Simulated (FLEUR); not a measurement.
## Equation of state of fcc Ag (space group 225): energy against volume (FLEUR, LDA)

```yaml
crystal:
  lattice:
    - [0.00000, 1.96546, 1.96546]
    - [1.96546, 0.00000, 1.96546]
    - [1.96546, 1.96546, 0.00000]
  atoms:
    - { symbol: Ag, position: [0.00000, 0.00000, 0.00000] }
```

Method: LDA (Vosko-Wilk-Nusair), all-electron FLAPW (FLEUR), scalar-relativistic valence in FLEUR. Settings: Kmax = 4.67 1/bohr; GmaxXC = 18.7 1/bohr; xcFunctional = vwn; jspins = 1; l_soc = F; mode = hist; fermiSmearingEnergy = 0.00183747 Htr; mesh (inpgen div1-3) = 25 25 25; inpgen gamma flag = false; Gmax = 18.7 1/bohr; numbands = 0; maxIterBroyd = 40; imix = Anderson; alpha = 0.05; precondParam = 0; minDistance = 1e-05 me/bohr^3. The cell above is the first row's. The rows scale it uniformly. In all rows the k mesh is held. E is the free energy at the stated smearing, counted from the lowest row.

```csv
V (Å^3/atom),E (meV/atom)
15.185,?
15.515,6.43
15.846,0.05
16.176,0.00
16.506,5.48
16.836,15.78
17.166,30.26
17.496,48.36
17.826,69.60
```

The 8 complete rows are fitted with the third-order Birch-Murnaghan form, a cubic in V^(-2/3), E against V. With u = V^(-2/3) - 0.153, the rows have u = 0.007755, 0.005509, 0.003346, 0.001255, -0.000767, -0.002725, -0.004620, -0.006457. Least squares gives E = 11.310 - 5379.63·u + 586663·u² + 3350140·u³. Residuals (row less fit): -0.005, 0.012, -0.003, -0.009, 0.000, 0.002, 0.005, -0.004; standard error 0.009 (degrees of freedom: 4). Its minimum lies at u = 0.004418, so V0 = (0.157418)^(-3/2) = 16.01. There d²E/du² = 1262000 and d³E/du³ = 2.010e7, so B0 = (4/9) × 16.01^(-7/3) × 1262000 × 0.160218 = 139 GPa (the last factor turns the table's units into GPa), and B0' = 4 + (2/3) × 0.157418 × (2.010e7)/1262000 = 5.7.

**Question.** What does the fit predict for E at V = 15.185, and how far is the calculated value from it?

**Answer.** u = 0.010076, so E = 11.310 - 5379.63 × 0.010076 + 586663 × 0.010076² + 3350140 × 0.010076³ = 20.093 meV/atom. The calculation gives 20.09 meV/atom, which the fit meets to the printed digits. The row lies outside the fitted rows, so this is an extrapolation. From the scatter of the fitted rows alone, a prediction at this place has a standard error of 0.026 meV/atom, so the miss is 0.1 times that.

Carrying the step between the two nearest rows on in a straight line would have given 12.79, off by 7.30; series whose last step already gives the withheld value aren't shown. The scan was laid around a cell of about the measured size, scaled by a guess for this functional. Values depend on the basis (sphere radii, cutoffs, local orbitals), which need not be converged. Cutoffs and mesh are single choices, not tested for convergence of this quantity. Series with a scatter that would blur these digits, or in which a gap closes, are not shown. Nor are scans whose minimum lies at an end fitted in this form.
